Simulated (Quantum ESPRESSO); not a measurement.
A user runs Quantum ESPRESSO on LaNi2As2 (P4/nmm, 10 atoms in the cell) and asks whether the run is sound. The aim is a self-consistent single point with DFT, LDA (PZ), plane waves, GBRV 1.5 ultrasoft (LDA) pseudopotentials.

Cell that was meant: a = 4.2485 Å, b = 4.2485 Å, c = 9.4225 Å, α = 90.00°, β = 90.00°, γ = 90.00°.

Part of the input:

```fortran
   ibrav = 0
   nat = 10
   ntyp = 3
   ecutwfc = 7.5
   ecutrho = 60
   occupations = 'smearing'
   smearing = 'cold'
   degauss = 0.0036749
```

Log, with long lists cut:

```
     Message from routine setup:
     using ibrav=0 with symmetry is DISCOURAGED, use correct ibrav instead
     G-vector sticks info
   [... lines left out ...]
        k(    1) = (   0.1250000   0.1250000   0.1127234), wk =   0.5000000
        k(    2) = (   0.1250000   0.3750000   0.1127234), wk =   1.0000000
        k(    3) = (   0.3750000   0.3750000   0.1127234), wk =   0.5000000

     Dense  grid:     8935 G-vectors     FFT dimensions: (  20,  20,  45)

     Smooth grid:     3119 G-vectors     FFT dimensions: (  16,  16,  32)

     Initial potential from superposition of free atoms

     starting charge     105.9419, renormalised to     114.0000

     negative rho (up, down):  2.147E-01 0.000E+00
     Self-consistent Calculation

     iteration #  1     ecut=     7.50 Ry     beta= 0.70

     negative rho (up, down):  3.374E-02 0.000E+00

     total energy              =   -1297.46962356 Ry
     estimated scf accuracy    <     450.33292987 Ry

     iteration #  2     ecut=     7.50 Ry     beta= 0.70

     negative rho (up, down):  7.990E-02 0.000E+00

     total energy              =   -1321.81133426 Ry
     estimated scf accuracy    <     120.15413603 Ry

     iteration #  3     ecut=     7.50 Ry     beta= 0.70

     negative rho (up, down):  6.770E-03 0.000E+00

     total energy              =   -1330.49896046 Ry
     estimated scf accuracy    <      73.86427359 Ry

   [... 11 blocks of this kind left out ...]

     iteration # 15     ecut=     7.50 Ry     beta= 0.70

     negative rho (up, down):  8.913E-02 0.000E+00

     total energy              =   -1355.07441642 Ry
     estimated scf accuracy    <          1.8E-09 Ry

     iteration # 16     ecut=     7.50 Ry     beta= 0.70

     negative rho (up, down):  8.913E-02 0.000E+00
     End of self-consistent calculation

     the Fermi energy is    18.5327 ev

!    total energy              =   -1355.07441642 Ry
     estimated scf accuracy    <          3.2E-11 Ry
     smearing contrib. (-TS)   =      -0.00056133 Ry
     internal energy E=F+TS    =   -1355.07385509 Ry

     convergence has been achieved in  16 iterations

     negative rho (up, down):  8.913E-02 0.000E+00

     Forces acting on atoms (cartesian axes, Ry/au):

     atom    1 type  1   force =     0.00000000    0.00000000    0.09759879
     atom    2 type  1   force =     0.00000000    0.00000000   -0.09759879
     atom    3 type  2   force =     0.00000000    0.00000000   -0.03092495
     atom    4 type  2   force =     0.00000000    0.00000000    0.03092495
   [... lines left out ...]
     Total force =     0.188689     Total SCF correction =     0.000037
   [... lines left out ...]

     negative rho (up, down):  8.913E-02 0.000E+00
          total   stress  (Ry/bohr**3)                   (kbar)     P=   -40597.61
  -0.27515713   0.00000000   0.00000000       -40477.01        0.00        0.00
   0.00000000  -0.27515713   0.00000000            0.00   -40477.01        0.00
   0.00000000   0.00000000  -0.27761651            0.00        0.00   -40838.80

   JOB DONE.
```

Question: Is this run sound? If not, what is wrong?

Answer: The run is not sound. The fault is a basis or grid far too coarse for these potentials. The error of an incomplete plane-wave basis or grid does not cancel at such settings. To fix it, restore the cutoff that the potentials need and check convergence. The run converged in 16 iterations without an error; against the sound input the free energy goes up by 520 eV/atom, the pressure goes from -5.96 to -4060 GPa and the largest force goes from 0.044 to 2.509 eV/Å. The full log also holds: “WARNING: integrated charge=   114.00014640, expected=   114.00000000” and “WARNING: integrated charge=   114.00009600, expected=   114.00000000”.

An input that runs soundly differs in these lines (not the only fix; some lines may just follow from the change or write a value another way):
```diff
-   ecutwfc = 7.5
-   ecutrho = 60
+   ecutwfc = 50
+   ecutrho = 400
```

With that input, the run converged in 35 iterations: free energy E − TS -23634.5321 eV; Fermi level (on the code's own zero) 13.47 eV; pressure -5.96 GPa; largest force (vector length) 0.044 eV/Å (DFT, LDA (PZ), plane waves, GBRV 1.5 ultrasoft (LDA) pseudopotentials).

On the sound input: the starting cell comes from a database of computed structures (which also holds hypothetical and non-ambient phases and stackings), without a prior relaxation at this level. Spin polarisation is off, so a magnetic state, if there is one, cannot be reached. With a pressure of about -6 GPa the cell is away from its equilibrium volume at this level. Without a gap this mesh is coarse (it stands for a supercell whose shortest vector is 17 Å).
